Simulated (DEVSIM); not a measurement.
Structure: TaN/SiO2/p-Si capacitor, at 400 K.

```csv
layer (left to right),material,thickness (nm),Na (cm⁻³)
1,SiO2,3.10,-
2,Si,1000,3e17
```

Metal gate on the left, work function 4.4 eV. Fixed charge at the semiconductor interface 0 cm⁻² (in units of +e); interface traps 8.2e10 cm⁻² eV⁻¹, uniform in energy, neutral level at 0.7 of the gap above the valence band.

This is a model device: material constants are rounded textbook-type values typed into the input, and sizes, dopings and lifetimes were drawn at random. Values at 300 K; Nc and Nv go as T^1.5, mobilities as T to minus their exponent, the gap by Varshni's rule with the affinity fixed.

| parameter | SiO2 | Si |
|---|---|---|
| gap (eV) | 9 | 1.124 |
| affinity (eV) | 0.9 | 4.05 |
| permittivity | 3.9 | 11.7 |
| Nc (cm⁻³) | - | 2.86e19 |
| Nv (cm⁻³) | - | 3.1e19 |
| Varshni α (eV/K) | - | 0.000473 |
| Varshni β (K) | - | 636 |

Simulated with DEVSIM: 1D Poisson equation in equilibrium, Boltzmann statistics, complete ionisation; no quantum confinement or tunnelling. Metal contacts follow the ideal Schottky-Mott rule: no Fermi-level pinning, no interface dipoles.

The fixed charge was swept, all else fixed.

```
fixed charge (cm^-2)  threshold voltage (band bending 2φF) (V)  flat-band voltage (V)
--------------------  ----------------------------------------  ---------------------
-3e12                                                        …                  -0.15
-1.5e12                                                   0.64                  -0.36
0                                                         0.42                  -0.58
1.5e12                                                    0.21                  -0.79
3e12                                                     -0.01                  -1.01
```

**Question.** What belongs in the gaps?

**Answer.** 
- -3e12, threshold voltage (band bending 2φF) (V): 0.85
